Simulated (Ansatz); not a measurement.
## How far PBE and PBEsol part for MgO, 4 layers

Consider MgO in the rock salt structure (space group Fm-3m, No. 225; a = 4.2537 Å). Axes: x, y, z lie along the cube axes.

(Cell as relaxed with PBE.)

Levels (all Ansatz, an electronic-structure program, PAW): PBE (420 eV, no spin-orbit coupling); PBEsol (420 eV, scalar-relativistic without spin-orbit coupling).

Each level relaxes its own structure.

| base | PBE | PBEsol |
|---|---|---|
| volume per atom | 9.62 Å³ | 9.35 Å³ |
| lattice parameter a | 4.254 Å | 4.214 Å |
| band gap | 4.46 eV | 4.62 eV |

The change: a free-standing slab of 4 layers (8 atoms, 2 a layer) is cut normal to the z axis, with 15 Å of vacuum and the in-plane cell held at bulk.

```csv
quantity,PBE,PBEsol
excess energy per area of both faces (slab less bulk energy over the cell's area: twice a surface energy),1.77 J/m²,2.03 J/m²
shift of the gap caused by the change,-0.94 eV,-0.98 eV
band gap,3.52 eV,3.64 eV
"valence-band top at Γ (three highest levels, from the VBM)","0.00, 0.00, -0.19 eV","0.00, 0.00, -0.20 eV"
gap character,direct at Γ,direct at Γ
```

PBE's excess energy per area of both faces lies 0.26 J/m² below PBEsol's; PBE's shift of the gap caused by the change lies 0.045 eV above PBEsol's; PBE's band gap lies 0.113 eV below PBEsol's; the two agree on the gap character. Neither level is exact; PBEsol is the comparison here, not a measurement.

Slab and bulk use different k-meshes, which limits the precision of the excess energy. No phonon test of stability was made. k-point labels follow each cell's own Brillouin zone.
